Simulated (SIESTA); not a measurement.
# Several settings converged on YCu₂Ge₂ (I4mm, 5 atoms in the cell)

```yaml
crystal:
  lattice:
    - [-2.00931, 2.00931, 5.12180]
    - [2.00931, -2.00931, 5.12180]
    - [2.00931, 2.00931, -5.12180]
  atoms:
    - { symbol: Y, position: [0.00488, 0.00488, 0.00000] }
    - { symbol: Cu, position: [0.75000, 0.25000, 0.50000] }
    - { symbol: Cu, position: [0.25000, 0.75000, 0.50000] }
    - { symbol: Ge, position: [0.61934, 0.61934, 0.00000] }
    - { symbol: Ge, position: [0.38066, 0.38066, 0.00000] }
```

Base method: LDA PW92, numerical atomic orbitals DZP, PseudoDojo LDA standard norm-conserving potentials (rewritten from UPF to PSML) (SIESTA).

Base settings: XC.functional = LDA; XC.authors = PW92; potentials = PseudoDojo LDA standard; PAO.BasisSize = DZP; PAO.EnergyShift = 0.005 Ry; MeshCutoff = 300 Ry; kgrid.MonkhorstPack = 5 5 5; OccupationFunction = MP; OccupationMPOrder = 0; ElectronicTemperature = 0.1 eV.

**The k-point mesh**

Only quantities that move along the ladder and can be compared are tabulated.

```csv
kgrid.MonkhorstPack,free energy less the last step's (meV/atom),pressure (GPa),largest difference of a force vector from the last step's (eV/Å)
2 2 2,211.29,-3.77,1.052
3 3 3,-20.06,-3.18,0.120
5 5 5,1.72,-3.07,0.134
6 6 6,-0.33,-3.14,0.143
8 8 8,1.66,-2.98,0.009
10 10 10,0.00,-3.05,0.000
```

Coarsest kgrid.MonkhorstPack that holds the forces within 0.02 eV/Å of the last step, with all finer ones: 8 8 8; the step before is off by 0.14 eV/Å.

Coarsest kgrid.MonkhorstPack that holds the pressure within 0.5 GPa of the last step, with all finer ones: 3 3 3; the step before is off by 0.72 GPa.

Coarsest kgrid.MonkhorstPack that holds the free energy within 5 meV/atom of the last step, with all finer ones: 5 5 5; the step before is off by 20 meV/atom.

**The k-point mesh at a smearing width of 0.02 eV**

In this ladder: ElectronicTemperature = 0.02 eV.

Only quantities that move along the ladder and can be compared are tabulated.

| kgrid.MonkhorstPack | free energy less the last step's (meV/atom) | pressure (GPa) | largest difference of a force vector from the last step's (eV/Å) |
|---|---|---|---|
| 4 4 4 | 4.66 | -2.78 | 0.164 |
| 6 6 6 | -0.41 | -3.15 | 0.146 |
| 7 7 7 | 0.44 | -3.04 | 0.025 |
| 10 10 10 | 0.00 | -3.05 | 0.000 |

Coarsest kgrid.MonkhorstPack that holds the free energy within 1 meV/atom of the last step, with all finer ones: 6 6 6; the step before is off by 4.7 meV/atom.

Coarsest kgrid.MonkhorstPack that holds the forces within 0.02 eV/Å: not settled: the last two steps still differ by 0.025 eV/Å, over half the tolerance, so the ladder does not show it.

Coarsest kgrid.MonkhorstPack that holds the pressure within 0.05 GPa of the last step, with all finer ones: 7 7 7; the step before is off by 0.10 GPa.

On the base run: the starting cell comes from a database of computed structures (which also holds hypothetical and non-ambient phases and stackings), without a prior relaxation at this level. Its lattice was rescaled by up to half a per cent. One atom was moved a little off its site on purpose. Spin polarisation is off. Values carry the incompleteness of an atom-centred basis. In the base run, with a pressure of about -3 GPa the cell is away from its equilibrium volume at this level.
